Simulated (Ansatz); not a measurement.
```cif
data_Mg4Se4
_chemical_formula_sum 'Se4 Mg4'
_space_group_name_H-M_alt 'Fm-3m'
_space_group_IT_number 225
_space_group_name_Hall '-F 4 2 3'
_cell_length_a 5.47218
_cell_length_b 5.47218
_cell_length_c 5.47218
_cell_angle_alpha 90.000
_cell_angle_beta 90.000
_cell_angle_gamma 90.000
loop_
_atom_site_label
_atom_site_type_symbol
_atom_site_symmetry_multiplicity
_atom_site_Wyckoff_symbol
_atom_site_fract_x
_atom_site_fract_y
_atom_site_fract_z
_atom_site_occupancy
Se1 Se 4 a 0.00000 0.00000 0.00000 1
Mg1 Mg 4 b 0.50000 0.50000 0.50000 1
```
(The calculation used a cell of 2 atoms; values per cell refer to that cell.)

What linear thermal expansion coefficient does the quasi-harmonic free energy on Ansatz (an electronic-structure program), r2SCAN functional, plane-wave PAW give at 650 K, and what isobaric heat capacity per mole of formula units and Grüneisen parameter?

α = 24.8 × 10⁻⁶ K⁻¹; C_P = 54.1 J/(mol K); γ = 1.97. The crystal is held in this phase throughout; melting and phase transitions are not modelled.

The PAW data sets were generated under PBE and serve the other functionals too.
